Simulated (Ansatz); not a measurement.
Output of an Ansatz run (abridged):

```
WARN the atoms were moved onto the symmetric positions of the space group found under crystal.symmetry.tolerance 1.0e-5 (fractional …
WARN ansatz: RAYON_NUM_THREADS=1 ignored (pool sized by the plan → 1); use --threads N
Pseudopotentials: kind: paw
Pseudopotential: Zr, paw, valence charge 12
Crystal: 4 atoms, lattice volume = 93.370 Å³
Basis set: ecut = 420 eV, 1883 PW (Γ), exchange–correlation on 48×48×144 points (8 copies of the dense FFT grid, shifted against one another)
Bands: 29, of which v1, the nominal top of the filled ones, is band 24 counted from 1 (23 counted from 0)
Symmetry: 24 space group operations
Space group: P63/mmc (ITA 194), of the structure as read, at distance tolerance 4.5e-5 Å
k-points: 32 of 363
Initial density: superposition of atomic densities (neutral atoms: chi_scale 0, normalization atom), corrected by the library's trained network
Initial wavefunctions: pseudopotential atomic-orbital guess
Eigensolver: davidson
Functional: x = pbe(κ = 0.804, μ = 0.2195149727645171), c = pbe(β = 0.06672455060314922)
SCF iter   1: F=—  HF=-16735.177185 eV  |F-HF|=—  |Δ(HF+E_count)|=         —  Δρ=3.40e-3  dr2=1.73e-2  ethr=1.77e-3  ⟨swp⟩=4.0  Hψ=3448  notcnv=0
all-band conjugate gradients solve this SCF's bands
preconditioner: auto → Kerker (q_TF=auto, 2.442 Å⁻¹)
SCF iter   2: F=—  HF=-16735.174548 eV  |F-HF|=—  |Δ(HF+E_count)|=   2.64e-3  Δρ=1.92e-3  dr2=3.14e-3  ethr=3.60e-5  ⟨swp⟩=1.1  Hψ=1188  notcnv=0
SCF iter   3: F=—  HF=-16735.174513 eV  |F-HF|=—  |Δ(HF+E_count)|=   3.50e-5  Δρ=6.98e-4  dr2=1.35e-3  ethr=6.54e-6  ⟨swp⟩=2.1  Hψ=1252  notcnv=0
SCF iter   4: F=—  HF=-16735.174425 eV  |F-HF|=—  |Δ(HF+E_count)|=   8.89e-5  Δρ=1.76e-4  dr2=2.79e-5  ethr=2.80e-6  ⟨swp⟩=1.9  Hψ=986  notcnv=0
SCF iter   5: F=—  HF=-16735.174417 eV  |F-HF|=—  |Δ(HF+E_count)|=   7.32e-6  Δρ=3.19e-5  dr2=7.11e-7  ethr=5.82e-8  ⟨swp⟩=2.1  Hψ=1597  notcnv=0
SCF iter   6: F=-16735.174417 eV  HF=-16735.174417 eV  |F-HF|=1.83e-8  |Δ(HF+E_count)|=   7.92e-8  Δρ=7.84e-6  dr2=6.80e-8  ethr=2.08e-10  ⟨swp⟩=4.8  Hψ=3569  notcnv=0
SCF 1 converged in 6 iterations: F = -16735.174417 eV  dr2 = 6.80e-8
SCF converged after 6 iterations
Free energy (F): -16735.174417 eV
Harris-Foulkes:  -16735.174417 eV  (|F-HF|=1.83e-8)
Internal energy: -16735.137317 eV  (E = F + TS)
E sigma→0 (E₀):  -16735.155867 eV
Entropy (-TS):   -0.037100 eV (-9.275 meV/atom)
Fermi energy:    13.895884 eV
--- Per-component energies (eV) ---
  E_band       = -389.097883
  E_kinetic    = 1330.497882
  E_local      = -2512.278001  (includes V_loc(G=0)·N_el)
  E_nonlocal   = 322.170982
  E_hartree    = 777.608620
  E_xc         = -645.683154
  E_vxc        = -762.440919  (∫ρ·V_xc dr)
  E_paw        = -11816.511344  (= ΣΔE_a)
  E_vpaw       = -322.266332  (= ΣTr[D̂ρ^β])
  E_aug_tail   = 0.000098  (compensation charges beyond the density's cutoff)
  E_ewald      = -4190.942401
  E_smearing   = -0.037100  (= −TS)
  E_closure    = 0.000000  (closes the sum)
  Σ components = -16735.174417   (vs F -16735.174417, Δ=0.00e0)
--- Forces (eV/Å), atoms counted from 1 ---
  atom   1  Zr     0.00000000     0.00000000     0.00000000
   [... zero for the other atoms too ...]
  max |Σ_I F_I| component: 1.85e-17 eV/Å
--- Stress (GPa, compression-positive) ---
        0.122158       0.000000       0.000000
        0.000000       0.122158       0.000000
        0.000000       0.000000       0.518758
  P = ⅓ Tr σ = 0.2544 GPa (2.544 kbar)
  The stress holds the Pulay correction. Without it, at fixed plane waves, as pw.x and ABINIT print it: P = 0.2366 GPa
--- Band table (eV; the first three rows and the last of 32) ---
  k-point 0: bands = ["-34.8579", "-34.8017", "-34.7627", "-34.7053", "-13.3580", "-12.8856", "-12.8826", "-12.5229", "-12.5229", "-12.4812", "-12.4812", "-12.4179", "-12.4179", "-12.3770", "-12.3753", "-12.3753", "8.3169", "9.9648", "10.0290", [...]
  k-point 1: bands = ["-34.8485", "-34.8238", "-34.7403", "-34.7150", "-13.2962", "-13.1248", "-12.6352", "-12.5150", "-12.5150", "-12.4954", "-12.4954", "-12.4472", "-12.4035", "-12.4035", "-12.3833", "-12.3833", "8.5436", "9.1674", "10.6595", [...]
  k-point 2: bands = ["-34.8485", "-34.7949", "-34.7558", "-34.7010", "-13.3331", "-12.8956", "-12.8896", "-12.5787", "-12.5407", "-12.5211", "-12.4943", "-12.4591", "-12.4333", "-12.4310", "-12.3869", "-12.3835", "8.5486", "10.1680", "10.2304", [...]
  k-point 31: bands = ["-34.7054", "-34.7047", "-34.6653", "-34.6646", "-13.1634", "-13.1219", "-13.0795", "-13.0686", "-12.9504", "-12.9034", "-12.8886", "-12.8058", "-12.6996", "-12.6182", "-12.5893", "-12.5783", "12.0024", "12.1011", "12.3526", [...]
```

The structure:

```
CELL_PARAMETERS angstrom
      3.22393     0.00000     0.00000
     -1.61197     2.79201     0.00000
      0.00000     0.00000    10.37302
ATOMIC_POSITIONS crystal
  Zr 0.00000 0.00000 0.00000
  Zr 0.00000 0.00000 0.50000
  Zr 0.33333 0.66667 0.25000
  Zr 0.66667 0.33333 0.75000
```

Q: Write an input that gives this output.

A: Other spellings and defaults could give the same log, and not every line can be read from it. The input that was run (DFT, PBE, plane waves, default PAW files):

Ansatz 0.2 input:
```yaml
crystal:
  lattice:
    - [3.223929, 0.000000, 0.000000]
    - [-1.611965, 2.792005, 0.000000]
    - [0.000000, 0.000000, 10.373015]
  atoms:
    - { symbol: Zr, position_ang: [0.000000, 0.000000, 0.000000] }
    - { symbol: Zr, position_ang: [0.000000, 0.000000, 5.186508] }
    - { symbol: Zr, position_ang: [-0.000002, 1.861338, 2.593254] }
    - { symbol: Zr, position_ang: [1.611966, 0.930667, 7.779761] }
basis:
  ecutwfc: 420.0
kpoints:
  mp_grid:
    grid: [11, 11, 3]
hamiltonian:
  xc: pbe
  pseudopotentials:
    kind: paw
scf:
  occupations:
    method: gaussian
    width: 0.1
output:
  forces: true
  eigenvalues: true
  stress: true
```

The starting cell was generated: these elements placed on a structure prototype, without a prior relaxation; it need not be a known phase or ordering of this composition. Its lattice was rescaled by a random factor within 2.5 % of one. Ansatz's pressure includes its estimate of the finite-basis (Pulay) stress.

Ansatz is a first-principles code.
